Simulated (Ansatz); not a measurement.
# Sn4Pt under a change: pressure 3 GPa

Start from Sn₄Pt (space group Ccce, No. 68; a = 6.4244 Å, b = 11.4064 Å, c = 6.4089 Å).

It is then changed as follows: a hydrostatic pressure of 3 GPa.

The values are results of PBEsol (Ansatz, an electronic-structure program, PAW, spin-orbit coupling left out), not measurements. k-mesh 9×9×8 (Γ-centred); smearing 0.05 eV (Fermi–Dirac).

The volume per atom falls by 0.86 Å³, from 23.48 Å³ to 22.62 Å³ and the density rises by 0.362 g/cm³, from 9.47 g/cm³ to 9.84 g/cm³. The shortest interatomic distance decreases by 0.0285 Å (2.788 Å → 2.759 Å) and the enthalpy H = E + PV relative to the base's energy comes out as +0.43 eV/atom. The band gap remains zero.

Cost of the whole job for the changed cell (relaxation, final SCF and bands): roughly 13 core-minutes.

Load acts through the strain it causes; cell and atoms are relaxed under it. No phonon test of stability was made. The final runs are not spin-polarised.
